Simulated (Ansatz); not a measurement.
An Ansatz (a program for electronic structure) run: TiAl with a change (biaxial strain −0.82 %, plane normal [001], relaxed out of plane); PBEsol (Ansatz, PAW, no SOC), earlier PAW set.

Input:

Ansatz 0.2 input:
```yaml
crystal:
  lattice:
    - [2.7731317846, 0, 0]
    - [0, 2.7731317846, 0]
    - [0, 0, 4.0543175639]
  atoms:
    - { symbol: Al, position: [0.5, 0.5, 0.5] }
    - { symbol: Ti, position: [0, 0, 0] }
basis: { ecutwfc: 420, ecutrho_ratio: 4, xc_grid: 2, fft_grid_basis: typed }
kpoints: { mp_grid: { grid: [21, 21, 14] } }
hamiltonian:
  xc: pbesol
  dispersion: none
  pseudopotentials: { azcp: { folder: ./paw }, kind: paw }
scf: { occupations: { method: fermi_dirac, width: 0.1 } }
relax: { f_tol: 0.005, max_steps: 50, cell: { stress_tol: 0.01, fix: [a, b, gamma] } }
output: { forces: true, stress: true }
checkpoint: { write: state.ck, write_every: 1000 }
```

Output (explanatory and most iteration lines left out):

```
Relaxation: its limit of steps is 50 (relax.max_steps)
Pseudopotential: Al, paw, valence charge 3
Pseudopotential: Ti, paw, valence charge 12
Crystal: 2 atoms, lattice volume = 31.179 Å³
Basis set: ecut = 420 eV, 617 PW (Γ), exchange–correlation on 40×40×60 points (8 copies of the dense FFT grid, shifted against one another)
Bands: 12, of which v1, the nominal top of the filled ones, is band 8 counted from 1 (7 counted from 0)
Symmetry: 16 space group operations
Space group: P4/mmm (ITA 123), of the structure as read, at distance tolerance 3.1e-5 Å
k-points: 528 of 6174
Functional: x = pbesol(κ = 0.804, μ = 0.12345679012345678), c = pbesol(β = 0.046)
SCF iter   1: F=—  HF=-2999.566353 eV  |F-HF|=—  |Δ(HF+E_count)|=         —  Δρ=4.53e-2  dr2=6.25e-1  ethr=3.10e-3  ⟨swp⟩=4.9  Hψ=31951  notcnv=0
SCF iter   2: F=—  HF=-2999.394490 eV  |F-HF|=—  |Δ(HF+E_count)|=   1.72e-1  Δρ=2.39e-2  dr2=2.18e-1  ethr=3.10e-3  ⟨swp⟩=2.0  Hψ=12608  notcnv=0
SCF 1 converged in 7 iterations: F = -2999.296990 eV  dr2 = 7.65e-10
relax step   1: F+E_penalty+E_count = -2999.29699032 eV  Δ(F+E_penalty+E_count) = +0.000e0 eV  max|allowed force component| = 1.874e-30 eV/Å  Δτ_max = 0.0000 Å  P = +1.526 GPa  Ω = 31.179 Å³  fix = [a, b, gamma]  reactions: a +1.888, b +1.888 GPa  (7 SCF iters, dr2 threshold 1.00e-7 eV, accepted)
[... steps on the carried basis left out ...]
relax step   3: F+E_penalty+E_count = -2999.29730369 eV  Δ(F+E_penalty+E_count) = -1.255e-5 eV  max|allowed force component| = 1.479e-31 eV/Å  Δτ_max = 0.0000 Å  P = +0.983 GPa  Ω = 31.315 Å³  energy of the carried Pulay correction = -2.521e-5 eV  fix = [a, b, gamma]  reactions: a +1.474, b +1.474 GPa  (6 SCF iters, dr2 threshold 4.02e-8 eV, accepted)
Crystal: 2 atoms, lattice volume = 31.315 Å³
SCF iter   1: F=—  HF=-2999.297343 eV  |F-HF|=—  |Δ(HF+E_count)|=         —  Δρ=4.57e-6  dr2=1.68e-9  ethr=6.85e-9  ⟨swp⟩=3.0  Hψ=50189  notcnv=0
SCF iter   2: F=—  HF=-2999.297329 eV  |F-HF|=—  |Δ(HF+E_count)|=   1.33e-5  Δρ=2.20e-6  dr2=5.47e-10  ethr=1.12e-11  ⟨swp⟩=2.0  Hψ=10592  notcnv=0
SCF 4 converged in 10 iterations: F = -2999.297329 eV  dr2 = 1.48e-20
SCF converged after 10 iterations
Free energy (F): -2999.297329 eV
Internal energy: -2999.238427 eV  (E = F + TS)
E sigma→0 (E₀):  -2999.267878 eV
Entropy (-TS):   -0.058902 eV (-29.451 meV/atom)
Fermi energy:    11.308591 eV
--- Forces (eV/Å), atoms counted from 1 ---
  atom   1  Al    -0.00000000     0.00000000     0.00000000
  atom   2  Ti     0.00000000     0.00000000     0.00000000
--- Stress (GPa, compression-positive) ---
        1.474658       0.000000       0.000000
        0.000000       1.474658       0.000000
        0.000000       0.000000       0.000211
  P = ⅓ Tr σ = 0.9832 GPa (9.832 kbar)
--- Relaxed structure (3 steps of the walk, 3 accepted, 1 SCFs on fresh bases) ---
  cell:  # Å, volume = 31.3146 Å³
    - [2.7731317846, -2.986896242313159e-112, -1.675695764184209e-33]
    - [-2.986896242313159e-112, 2.7731317846, -8.484535514856754e-35]
    - [-2.4498665394168484e-33, -1.240438754135113e-34, 4.0719863655110755]
  atoms:
    - { symbol: Al, position: [0.49999999999999994, 0.49999999999999994, 0.5] }
    - { symbol: Ti, position: [-2.0590230357872116e-84, -1.2153686389497849e-34, -1.8184812738904594e-35] }
```

Whether these cells are dynamically stable was not tested. All final runs are without spin polarisation. The cell was made from TiAl (space group P4/mmm, No. 123) by this change: biaxial strain −0.82 %, plane normal [001], relaxed out of plane.
